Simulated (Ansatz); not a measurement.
The starting structures come from a database of crystals and need not be the phases stable at ambient conditions.

Given:

```yaml
crystal:
  lattice:
    - [6.03837, 0.00000, 0.00000]
    - [3.01918, 6.16927, 0.00000]
    - [0.00000, 3.24295, 6.77029]
  atoms:
    - { symbol: K, position: [0.49067, 0.01866, 0.76538] }
    - { symbol: K, position: [0.50933, 0.98134, 0.23462] }
    - { symbol: K, position: [0.84480, 0.31040, 0.25108] }
    - { symbol: K, position: [0.15520, 0.68960, 0.74892] }
    - { symbol: Mo, position: [0.82430, 0.35140, 0.77403] }
    - { symbol: Mo, position: [0.17570, 0.64860, 0.22597] }
    - { symbol: O, position: [0.61884, 0.28486, 0.92457] }
    - { symbol: O, position: [0.38116, 0.71514, 0.07543] }
    - { symbol: O, position: [0.90370, 0.71514, 0.07543] }
    - { symbol: O, position: [0.09630, 0.28486, 0.92457] }
    - { symbol: O, position: [0.08794, 0.82412, 0.36048] }
    - { symbol: O, position: [0.91206, 0.17588, 0.63952] }
    - { symbol: O, position: [0.66787, 0.66426, 0.61789] }
    - { symbol: O, position: [0.33213, 0.33574, 0.38211] }
```

Space group of this cell: C2/m. The cell is taken as given.

Transport runs along the normal of the first two printed cell vectors.

The gap is the functional's own, uncorrected, and κ follows it; spin-orbit coupling is left out. Mid-gap values are interpolated between the computed energies.

Q: Estimate the band gap and the smallest decay constant κ at mid-gap that Ansatz (a first-principles code) with r2SCAN returns for this system.

A: Gap 4.79 eV on a 6×6×6 mesh; κ = 0.522 1/Å, at the zone centre.
